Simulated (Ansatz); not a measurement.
In a (6,0) BN nanotube, the lowest empty band has its minimum at Γ and lies 0.020 eV higher 0.0454 Å⁻¹ away along the axis.

Calculation: PBE (plane waves to 420 eV, PAW; Ansatz, a quantum-chemistry and plane-wave program). Mesh 1×1×8. No spin polarisation. It repeats along c; a and b span vacuum. An idealised model, rolled from the flat sheet. Only distortions within the start's symmetry and period were free.

Estimate the electron mass along the axis.

For a parabola ΔE = ħ²Δk²/2m, and ħ²/2mₑ = 3.810 eV Å². So m/mₑ = 3.810 × 0.0454²/0.020 = 0.39. The curvature over a step a third as long gives 0.40; the band is close to a parabola here.
